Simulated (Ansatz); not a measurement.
We consider cubic perovskite TlMnCl3, described by r²SCAN in Ansatz (PAW).

Run with plane-wave cutoff 560 eV, 8×8×8 k mesh, Fermi–Dirac smearing 0.01 eV, spin-polarised start, scalar-relativistic PAW data made under PBE.

Pressure at four volumes; x = ln(V/25.350 Å³). One pressure is withheld.

```csv
V (Å³/atom),x,P (GPa)
23.829,-0.0619,2.824
25.350,0.0000,0.000
26.363,0.0392,-1.420
26.870,0.0582,?
```

Problem. Pass a parabola P(x) through the three rows shown, estimate the bulk modulus and its pressure derivative near zero pressure, and predict the withheld pressure.

Solution. Slopes between the rows: (0.000 − (2.824))/(0.0000 − (-0.0619)) = -45.62 and (-1.420 − (0.000))/(0.0392 − (0.0000)) = -36.22 GPa. Their difference over the span 0.1011 is c = 9.40/0.1011 = 93.0 GPa, so P(x) = 2.824 + (-45.62)(x − (-0.0619)) + 93.0 (x − (-0.0619))(x − (0.0000)). At the middle row B = −dP/dx = −[-45.62 + 93.0 × 0.0619] = 39.9 GPa, and B′ = dB/dP = 2c/B = 4.7. At x = 0.0582 the parabola gives -2.005 GPa; the run gives -2.019 GPa. The Birch–Murnaghan fit to the energies at all volumes has B0 = 39.6 GPa and B′ = 4.6.

Note: the magnetic order was assumed, not searched for or taken from measurement; the relaxation could not lower the start's symmetry, so the cell can be a saddle point above a distorted one.

Spin–orbit coupling is not included; it can shift volumes and moduli of such heavy elements.

Ansatz is a first-principles code.
